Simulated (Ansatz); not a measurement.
The starting structures come from a database of crystals and need not be the phases stable at ambient conditions.

By PBEsol, the system below comes out a metal.

Consider the following.

```yaml
crystal:
  lattice:
    - [3.31733, 0.00000, 0.00000]
    - [0.00000, 3.31733, 0.00000]
    - [0.00000, 0.00000, 3.31733]
  atoms:
    - { symbol: Zr, position: [0.50000, 0.50000, 0.50000] }
    - { symbol: Ir, position: [0.00000, 0.00000, 0.00000] }
```

The cell is taken as given; by PBEsol it stands under a pressure of -8.3 GPa.

The current flows along the normal of the first two printed cell vectors, the (001) plane of the conventional cell. No spin-orbit coupling; the value is a mean over 0.1 eV about the Fermi level.

Task: Compute, with PBEsol run with Ansatz (a first-principles code), the ballistic conductance per area.

Result: 1.1 × 10¹⁵ S/m² for both spins.
